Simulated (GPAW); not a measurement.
GPAW run on HfO2 (Fm-3m, 3 atoms in the cell): self-consistent single point.

Method: PBE+U, GPAW PAW datasets PBE (gpaw-data 1.0.1) (plane waves; GPAW).

```xyz
3
Lattice="0.0000 2.5418 2.5418 2.5418 0.0000 2.5418 2.5418 2.5418 0.0000" Properties=species:S:1:pos:R:3 pbc="T T T"
Hf     0.0000     0.0000     0.0000
O      1.2709     1.2709     1.2709
O      3.8127     3.8127     3.8127
```

Reference input (self-consistent single point, DFT PBE, plane waves, GPAW PAW datasets PBE (gpaw-data 1.0.1)): mode = pw; ecut = 950 eV; xc = PBE; kpts = 9 9 9; mesh shift (steps) = 0 0 0; occupations.name = fermi-dirac; occupations.width = 0.02 eV; nbands = -8; convergence.bands = -6; symmetry.symmorphic = false; symmetry.tolerance = 0.0005; maxiter = 150. This run's input differs from it in these lines:

```diff
@@ -15,2 +15,3 @@
             xc='PBE',
+            setups={'Hf': ':d,5.0'},
             kpts=(9, 9, 9),
```

The program printed (abridged):

```
     iter     time        total  log10-change:
                         energy   eigst   dens
iter:   1 --:--:--   -29.777147   +0.58
iter:   2 --:--:--   -28.490728   -0.76  -0.85
iter:   3 --:--:--   -24.839835   -0.55  -0.90
iter:   4 --:--:--   -24.814242   -1.88  -1.26
iter:   5 --:--:--   -24.811695   -1.84  -1.40
iter:   6 --:--:--   -24.843828   -2.67  -2.28
iter:   7 --:--:--   -24.825893   -2.26  -1.95
iter:   8 --:--:--   -24.806640   -2.84  -2.09
iter:   9 --:--:--   -24.805210   -3.27  -2.65
iter:  10 --:--:--   -24.805405c  -4.33  -3.07
iter:  11 --:--:--   -24.805227c  -4.81  -3.13
iter:  12 --:--:--   -24.805227c  -6.21  -4.26c
iter:  13 --:--:--   -24.805227c  -6.33  -4.36c
iter:  14 --:--:--   -24.805226c  -7.04  -4.36c
iter:  15 --:--:--   -24.805228c  -6.48  -4.52c
iter:  16 --:--:--   -24.805226c  -6.73  -4.10c
iter:  17 --:--:--   -24.805226c  -7.87c -4.67c
Converged after 17 iterations.

Dipole moment: (0.000000, -0.000000, 0.000000) |e|*Ang

Energy contributions relative to reference atoms: (reference = -413967.819878)

Kinetic:        +22.994176
Potential:      -26.293696
External:        +0.000000
XC:             -21.900618
Entropy (-ST):   -0.000000
Local:           +0.394911
SIC:             +0.000000
--------------------------
Free energy:    -24.805226
Extrapolated:   -24.805226

Showing only first 2 kpts
 Kpt  Band  Eigenvalues  Occupancy
  0    10      8.16407    2.00000
  0    11      8.16408    2.00000
  0    12     14.26924    0.00000
  0    13     14.54440    0.00000

  1    10      8.18908    2.00000
  1    11      8.18908    2.00000
  1    12     14.67903    0.00000
  1    13     14.72243    0.00000

Fermi level: 9.17130

Gap: 4.858 eV
Transition (v -> c):
   [... lines left out ...]
Direct gap: 4.983 eV
Transition at: (s=0, k=29, n=11, [0.44, 0.44, -0.11])
Energy (eV): -24.805226

Forces in eV/Ang:
  0 Hf    0.00000    0.00000    0.00000
  1 O     0.00000   -0.00000   -0.00000
  2 O     0.00000   -0.00000   -0.00000

Stress tensor:
    -0.102447     0.000000     0.000000
     0.000000    -0.102447    -0.000000
     0.000000    -0.000000    -0.102447
Stress (GPa, Voigt): [-16.4139 -16.4139 -16.4139  -0.       0.       0.    ]
```

The run converged in 17 iterations. GPAW prints stress with tension positive. Against the reference run the gap on the mesh goes from 3.888 to 4.858 eV.

At such cutoffs GPAW's stress carries a finite-basis (Pulay) error, which enters relaxed cells too; its log prints stress with tension positive.

The starting cell has typed, rounded lattice constants, without a prior relaxation at this level. Its lattice was rescaled by a random factor within 2.5 % of one. Spin-orbit coupling is off. Spin polarisation is off. The U value is a test value, and with U on an open shell several self-consistent states can exist.

Cost on one core of a shared machine: roughly 80 s.
